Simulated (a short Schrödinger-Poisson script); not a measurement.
Solved with a short Schrödinger-Poisson script written for these runs: 1D Poisson equation in equilibrium, electrons quantum, Hartree (BenDaniel-Duke, 12 states a valley, the channel's in-plane mass for all, wave functions ending at the dielectric), parabolic valleys, classical holes, full ionisation, no traps, pinning or gate leakage.

Structure: symmetric double-gate stack, HfO2 on p-type Ge(111), at 300 K.

From the gate side: 3.4 nm HfO2; 5 nm Ge, acceptors 3e17 cm⁻³; 3.4 nm HfO2.

Constants are typed, rounded textbook-type inputs, not results; the design itself was drawn at random and stands for no fabricated device. HfO2: permittivity 22, conduction-band edge (eV) 1.5, gap (eV) 5.7, electron mass (mₑ) 0.2. Ge: permittivity 16, conduction-band edge (eV) 0, gap (eV) 0.664, Nv at 300 K (cm⁻³) 6e18.

Channel valleys (confinement mass, in-plane density-of-states mass, number): L1 1.59, 0.08, 1; L3 0.09, 0.34, 3. At the gates, both at one voltage, the conduction-band edge of layer 1 lies 1.82 eV − eVg above the Fermi level of the channel. Gaps are held at their typed values at every temperature. Mesh 0.03 nm at interfaces.

**Question.** Give the lowest subband against the Fermi level at Vg = 1 V (meV); the capacitance of both gates at Vg = 1 V (μF/cm²); the sheet density of all electrons at Vg = 0.4 V (cm⁻²).

**Answer.** lowest subband against the Fermi level at Vg = 1 V (meV): -175; capacitance of both gates at Vg = 1 V (μF/cm²): 7.00; sheet density of all electrons at Vg = 0.4 V (cm⁻²): 1.95e12. Only the L valleys are kept; under strong confinement the Δ valleys of Ge fill too.
